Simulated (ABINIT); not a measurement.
A self-consistent single point of Cr (P-3m1, 2 atoms in the cell) with ABINIT.

Method of the run: LDA (PW92), norm-conserving pseudopotentials (PseudoDojo nc-sr-04 LDA standard) (plane waves; ABINIT).

```
Cr
1.0
    2.43626     0.00000     0.00000
   -1.21813     2.10986     0.00000
    0.00000     0.00000     4.46821
Cr
2
Direct
  0.33333   0.66667   0.26119
  0.66667   0.33333   0.75000
```

Reference input (self-consistent single point, DFT, LDA (PW92), plane waves, norm-conserving pseudopotentials (PseudoDojo nc-sr-04 LDA standard)): pseudos = [Cr.upf]; ecut = 47 Ha; occopt = 7; tsmear = 0.00367493 Ha; ngkpt = 7 7 4; nshiftk = 1; shiftk = 0 0 0; potentials = PseudoDojo nc-sr-04 LDA standard; nband = 19; kptopt = 2; nstep = 100; tolvrs = 1e-11. This run's input differs from it in these lines:

```diff
@@ -25,3 +25,4 @@
 nstep 100
-tolvrs 1.0e-11
+tolwfr 1.0e-16
+nbdbuf 2
 prtwf 0
```

The program printed (abridged):

```
--- !BeginCycle
solver: {iscf: 7, nstep: 100, nline: 4, wfoptalg: 0, }
tolerances: {tolwfr: 1.00E-16, }
...

     iter   Etot(hartree)      deltaE(h)  residm     vres2
 ETOT  1  -177.47393342562    -1.775E+02 1.931E-01 7.534E+02
 ETOT  2  -177.36221443630     1.117E-01 1.082E-02 2.400E+03
 ETOT  3  -176.24116104138     1.121E+00 5.989E-02 1.829E+04
 ETOT  4  -177.84392761513    -1.603E+00 3.276E-03 1.924E+01
 ETOT  5  -177.84601867637    -2.091E-03 2.042E-03 1.470E+00
   [... 91 lines left out ...]
 ETOT 97  -177.84622504097     0.000E+00 1.118E-09 1.527E-21
 ETOT 98  -177.84622504097    -6.537E-13 1.829E-09 1.751E-21
 ETOT 99  -177.84622504097     6.253E-13 8.530E-10 1.661E-20
 ETOT  100  -177.84622504097     3.411E-13 1.395E-09 1.173E-20

 Cartesian components of stress tensor (hartree/bohr^3)
  sigma(1 1)=  1.40014365E-04  sigma(3 2)= -1.36760546E-10
  sigma(2 2)=  1.40014369E-04  sigma(3 1)=  3.80905653E-11
  sigma(3 3)=  2.83351840E-04  sigma(2 1)=  1.45337396E-10
 scprqt:  WARNING -
  nstep=  100 was not enough SCF cycles to converge;
  maximum residual=  1.395E-09 exceeds tolwfr=  1.000E-16

 ----iterations are completed or convergence reached----

 reduced coordinates (array xred) for    2 atoms
       0.333333333300      0.666666666700      0.261190000000
       0.666666666700      0.333333333300      0.750000000000
   [... lines left out ...]
 Fermi (or HOMO) energy (hartree) =   0.48327   Average Vxc (hartree)=  -0.52380
 Fermi (or HOMO) energy (eV) =  13.15033   Average Vxc (eV)= -14.25329
   [... lines left out ...]
 prteigrs : prtvol=0 or 1, do not print more k-points.

--- !EnergyTerms
kinetic             :  7.67896397401738E+01
hartree             :  3.57622618987626E+01
xc                  : -2.61176876369837E+01
Ewald energy        : -1.32428877118559E+02
psp_core            :  6.26435255214181E+00
local_psp           : -1.24911713752870E+02
non_local_psp       : -1.32037104394129E+01
internal            : -1.77845734756746E+02
'-kT*entropy'       : -4.90284221034030E-04
total_energy        : -1.77846225040968E+02
total_energy_eV     : -4.83944189764171E+03
band_energy         : -1.65543736297300E+01
...

-Cartesian components of stress tensor (GPa)         [Pressure= -5.5251E+00 GPa]
- sigma(1 1)=  4.11936414E+00  sigma(3 2)= -4.02363349E-06
- sigma(2 2)=  4.11936428E+00  sigma(3 1)=  1.12066293E-06
- sigma(3 3)=  8.33649755E+00  sigma(2 1)=  4.27597309E-06

 Calculation completed.
```

The run ended unconverged after 100 iterations. 

The starting cell comes from a database of computed structures (which also holds hypothetical and non-ambient phases and stackings), without a prior relaxation at this level. Its lattice was rescaled by up to half a per cent. One atom was moved a little off its site on purpose.

Cost on one core of a shared machine: roughly 10 min.
